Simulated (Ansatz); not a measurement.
Start from Zn in the hcp (Mg type) structure (space group P6_3/mmc, No. 194; a = 2.6129 Å, c = 4.7815 Å; relaxed with 0.1 eV smearing).

Method: PBEsol (Ansatz, a first-principles code), scalar-relativistic without spin-orbit coupling.

Base values:

```
Item        Value
--------  -------
Band gap     zero
Pressure  0.0 GPa
```

Now apply this change: the cell is scaled by 0.9800 in all directions; the atoms relax in the strained cell.

Q: Predict the new band gap.

A: The band gap remains zero.

Q: Predict the new energy relative to the base.

A: The energy rises by 16 meV/atom.

Q: What does the calculation give for the pressure after the change?

A: The pressure (mean of the normal stresses, compression positive) goes from zero to 6.6 GPa.

Stability against distortions was not tested.
